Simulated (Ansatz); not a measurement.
**Au under a change: isotropic strain +2.00 %**

Start from Au in the fcc (Cu type) structure (space group Fm-3m, No. 225; a = 4.048 Å; relaxed with 0.1 eV smearing).

Modification: the cell is scaled by 1.0200 in all directions, atoms relaxed at fixed cell.

The values are results of LDA (Ansatz, a first-principles code; PAW; 420 eV plane waves; spin-orbit coupling left out), not measurements. Settings: 28×28×28 k-points, 0.1 eV Fermi–Dirac smearing.

```csv
quantity,base,changed,shift
volume per atom,16.58 Å³,17.59 Å³,+1.01 Å³
shortest interatomic distance,2.862 Å,2.919 Å,+0.057 Å
energy relative to the base (free energy F),0 meV/atom,+33 meV/atom,+33 meV/atom
pressure,0.0 GPa,-9.7 GPa,-9.7 GPa
band gap,zero,zero,–
```

Final structure:

```
Au
1.0
    0.00000     2.06431     2.06431
    2.06431     0.00000     2.06431
    2.06431     2.06431     0.00000
Au
1
Direct
  0.00000   0.00000   0.00000
```

Stability against distortions was not tested.
